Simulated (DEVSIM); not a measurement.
Device: abrupt GaAs n-p junction, at 400 K.

Layer 1 from the left is GaAs, thickness (μm) 0.270, Nd (cm⁻³) 5.5e16, τn (s) 5.9e-9, τp (s) 5.9e-9. Layer 2 from the left is GaAs, thickness (μm) 3.00, Na (cm⁻³) 8.9e16, τn (s) 5.9e-9, τp (s) 5.9e-9.

Left contact: ohmic. Right contact: ohmic. Voltage is applied to the left contact. Recombination: SRH at mid-gap, Auger. Mobility is constant in doping.

The device is made up for the run: typed textbook-type constants, with dimensions and the other settings drawn at random. Values at 300 K; Nc and Nv go as T^1.5, mobilities as T to minus their exponent, the gap by Varshni's rule with the affinity fixed.

GaAs: gap (eV) 1.424, affinity (eV) 4.07, permittivity 12.9, Nc (cm⁻³) 4.7e17, Nv (cm⁻³) 9e18, μn (cm²/Vs) 8500, μp (cm²/Vs) 400, T exponent of μn 2.1, T exponent of μp 2.2, Cn (cm⁶/s) 1e-30, Cp (cm⁶/s) 1e-30, Varshni α (eV/K) 0.000541, Varshni β (K) 204.

Simulated with DEVSIM: 1D drift-diffusion, Boltzmann statistics, complete ionisation; no tunnelling, impact ionisation, image-force lowering or self-heating.

Dark forward current:

```
|V| (V)  |J| (A/cm²)
-------  -----------
0.05        1.396e-7
0.10        4.129e-7
0.15        9.831e-7
0.20        2.205e-6
0.25        4.872e-6
0.30        1.082e-5
0.35        2.461e-5
0.40        5.853e-5
0.45       0.0001494
0.50       0.0004202
0.55        0.001318
0.60        0.004566
0.65         0.01707
0.70         0.06708
0.75          0.2714
0.80           1.115
0.85           4.605
0.90           18.85
0.95           73.97
1.00           258.0
1.05           741.5
1.10            1754
1.15            3551
```

Task: Work out the local ideality factor n = ΔV / (kT/q · ln(J2/J1)) between the rows 0.15 and 0.20 V, 0.80 and 0.85 V, 1.10 and 1.15 V.

Result: kT/q = 34.47 mV. From 0.15 to 0.20 V: ln(2.205e-6/9.831e-7) = 0.808, n = 1.80. From 0.80 to 0.85 V: ln(4.605/1.115) = 1.418, n = 1.02, near the 1 of diffusion or emission over a barrier. From 1.10 to 1.15 V: ln(3551/1754) = 0.705, n = 2.06.

Task: Estimate the current at 0.75 V from the Shockley equation with J0 = Σ q ni² D/(N L) coth(W/L), τ joining the SRH, radiative and Auger lifetimes that are on, and W taken as the whole layer.

Result: ni² = 4.45e19 cm⁻⁶; holes in the n layer: μ = 212 cm²/Vs, D = 7.32 cm²/s, τ = 5.90e-9 s, L = 2.08 μm, W/L = 0.13, term 3.53e-11 A/cm²; electrons in the p layer: μ = 4650 cm²/Vs, D = 160 cm²/s, τ = 5.90e-9 s, L = 9.72 μm, W/L = 0.31, term 4.41e-11 A/cm². J0 = 7.95e-11 A/cm², and J = J0 exp(qV/kT) = 0.224 A/cm². The simulation gives 0.271 A/cm²; the estimate lies 18 % below. The estimate leaves out recombination in the depletion region and that region's share of W.
